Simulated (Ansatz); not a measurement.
**W3Ge (model structure, started from the D03 type, Fm-3m, No. 225, 4 atoms in the cell)**

All values below come from PBE-D3(BJ) in Ansatz (plane waves, PAW).

Numerical settings: plane-wave cutoff 500 eV, 10×10×10 k mesh, Fermi–Dirac smearing 0.05 eV, no spin polarisation, scalar-relativistic PAW data made under PBE.

Cell (relaxed at this level):

```yaml
crystal:
  lattice:
    - [0.00000, 3.13292, 3.13292]
    - [3.13292, 0.00000, 3.13292]
    - [3.13292, 3.13292, 0.00000]
  atoms:
    - { symbol: Ge, position: [0.00000, 0.00000, 0.00000] }
    - { symbol: W, position: [0.50000, 0.50000, 0.50000] }
    - { symbol: W, position: [0.25000, 0.25000, 0.25000] }
    - { symbol: W, position: [0.75000, 0.75000, 0.75000] }
```

For W3Ge (model structure, started from the D03 type, Fm-3m, No. 225, 4 atoms in the cell), the band gap comes out as none.

Note: the relaxation could raise the start's symmetry but not lower it, so the cell can be a saddle point.

Spin–orbit coupling is not included.

The computed numbers hold no vibrational or temperature effects.

A model structure was made by putting elements into a prototype or built by hand; it is no filed structure, need not be a known phase, and can be a saddle point held by its symmetry.

Ansatz is a program for electronic structure.
